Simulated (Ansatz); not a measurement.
The parent structure is Ga$_{2}$O$_{3}$ in the corundum structure (space group R-3c, No. 167).

```yaml
crystal:
  lattice:
    - [2.50017, 1.44347, 4.48293]
    - [-2.50017, 1.44347, 4.48293]
    - [0.00000, -2.88695, 4.48293]
  atoms:
    - { symbol: Ga, position: [0.64430, 0.64430, 0.64430] }
    - { symbol: Ga, position: [0.14430, 0.14430, 0.14430] }
    - { symbol: Ga, position: [0.35570, 0.35570, 0.35570] }
    - { symbol: Ga, position: [0.85570, 0.85570, 0.85570] }
    - { symbol: O, position: [0.75000, 0.44721, 0.05279] }
    - { symbol: O, position: [0.05279, 0.75000, 0.44721] }
    - { symbol: O, position: [0.25000, 0.55279, 0.94721] }
    - { symbol: O, position: [0.55279, 0.94721, 0.25000] }
    - { symbol: O, position: [0.94721, 0.25000, 0.55279] }
    - { symbol: O, position: [0.44721, 0.05279, 0.75000] }
```

The values are results of PBEsol (Ansatz, a quantum-chemistry and plane-wave program), no spin-orbit coupling, not measurements.

Base values:

* **Electron mass**: 0.22 mₑ (at Γ)
* **Pressure**: 0.00 GPa

It is then changed as follows: the cell is scaled by 1.0150 in all directions, atoms relaxed at fixed cell.

Problem. What does the calculation give for the electron mass after the change?

Solution. The electron mass changes from 0.22 mₑ (at Γ) to 0.20 mₑ (at Γ).

Problem. Predict the new pressure.

Solution. The pressure (mean of the normal stresses, compression positive) goes from zero to -8.91 GPa.

The levels and masses belong to the bands next to the band gap. The cells carry an imposed strain or load. Effective masses come from finite differences of ±0.01 Å⁻¹. Stability against distortions was not tested.
